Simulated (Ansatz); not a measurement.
NbP (I4₁md, No. 109, 4 atoms in the cell; start mp-9339), treated with LDA (plane waves, PAW; Ansatz, a quantum-chemistry and plane-wave program).

Numerical settings: plane-wave cutoff 520 eV, 24×24×24 k mesh, Fermi–Dirac smearing 0.05 eV, no spin polarisation, scalar-relativistic PAW data made under PBE.

Cell (relaxed at this level):

```cif
data_Nb4P4
_chemical_formula_sum 'Nb4 P4'
_space_group_name_H-M_alt 'I41md'
_space_group_IT_number 109
_space_group_name_Hall 'I 4bw -2'
_cell_length_a 3.30368
_cell_length_b 3.30368
_cell_length_c 11.22780
_cell_angle_alpha 90.000
_cell_angle_beta 90.000
_cell_angle_gamma 90.000
loop_
_atom_site_label
_atom_site_type_symbol
_atom_site_symmetry_multiplicity
_atom_site_Wyckoff_symbol
_atom_site_fract_x
_atom_site_fract_y
_atom_site_fract_z
_atom_site_occupancy
Nb1 Nb 4 a 0.00000 0.00000 0.25021 1
P1 P 4 a 0.00000 0.00000 0.83242 1
```
(The calculation used a cell of 4 atoms; values per cell refer to that cell.)

Problem. Estimate the bulk modulus that the calculation returns.

Solution. 
- bulk modulus: 209 GPa

Note: the run has no spin polarisation, so it can have missed a magnetic state; the bulk modulus is −V dP/dV from two relaxed cells at ±2 % in volume; the relaxation could not lower the start's symmetry, so the cell can be a saddle point above a distorted one.

The computed numbers hold no vibrational or temperature effects.

Computing time: very roughly 7 core-minutes.

A start named mp-… is a Materials Project structure, which need not be a measured phase.
